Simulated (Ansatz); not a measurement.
## MoS2 under a change: pressure 0.7 GPa

Consider MoS2 in the 3R-MoS2 type structure (space group R3m, No. 160; a = 3.175 Å, c = 18.585 Å (hexagonal axes); layered, stacked along the Cartesian z axis).

Now apply this change: cell and atoms relaxed at a pressure of 0.7 GPa.

All numbers come from r2SCAN+rVV10 (Ansatz, a quantum-chemistry and plane-wave program; PAW; 500 eV plane waves; spin-orbit coupling left out). Settings: 12×12×12 k-points, 0.05 eV Fermi–Dirac smearing.

```tsv
quantity	base	changed	shift
volume per atom	18.03 Å³	17.74 Å³	-0.29 Å³
density	4.91 g/cm³	5.00 g/cm³	+0.082 g/cm³
lattice parameter a	317.5 pm	317.0 pm	-0.5 pm
c/a ratio	5.853	5.787	-0.066
shortest interatomic distance	240.3 pm	240.1 pm	-0.2 pm
band gap	1.02 eV	0.96 eV	-0.06 eV
gap character	indirect, T → k = (0.167, -1/2, -0.167) in the run's primitive reciprocal basis	indirect, T → Γ–S₀ (56 % along)	–
smallest direct gap	1.79 eV	1.81 eV	+0.02 eV
width of the top valence band	1.81 eV	1.86 eV	+0.058 eV
hole mass	0.85 mₑ along k, 0.69 mₑ across (at T)	0.87 mₑ along k, 0.64 mₑ across (at T)	–
```

Load acts through the strain it causes; cell and atoms are relaxed under it. Masses are band curvatures over ±0.01 Å⁻¹ around the edge. Along k means along the line from Γ to the band edge. Whether these cells are dynamically stable was not tested.
